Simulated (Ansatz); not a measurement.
Base system: BeSe in the zinc blende structure (space group F-43m, No. 216).

```
BeSe
1.0
    0.00000     2.58878     2.58878
    2.58878     0.00000     2.58878
    2.58878     2.58878     0.00000
Be Se
1 1
Direct
  0.00000   0.00000   0.00000
  0.25000   0.25000   0.25000
```

Level of theory: DFT with PBE, PAW potentials and a 420 eV plane-wave cutoff in Ansatz (a first-principles code), no spin-orbit coupling.

Strains are applied to the cell and any free atomic positions relax.

One change was made to it. Results:

| quantity | base | after |
|---|---|---|
| energy relative to the base (free energy F) | 0 meV/atom | +36 meV/atom |
| electron mass | 0.90 mₑ along k, 0.27 mₑ across (at X) | 0.85 mₑ along k, 0.26 mₑ across (at X) |
| smallest direct gap | 4.22 eV | 4.88 eV |
| pressure | 0.01 GPa | 8.21 GPa |

Task: What was done to the base?
A) isotropic strain −0.50 %
B) isotropic strain −1.50 %
C) isotropic strain −2.00 %
D) isotropic strain +1.50 %
E) isotropic strain −3.00 %

Result: E, isotropic strain −3.00 %. For comparison, the energy relative to the base in the other runs: isotropic strain −0.50 % gives +0.9 meV/atom; isotropic strain −1.50 % gives +8.6 meV/atom; isotropic strain −2.00 % gives +16 meV/atom; isotropic strain +1.50 % gives +7.9 meV/atom.

Effective masses come from finite differences of ±0.01 Å⁻¹. Along k means along the line from Γ to the band edge. No phonon test of stability was made.
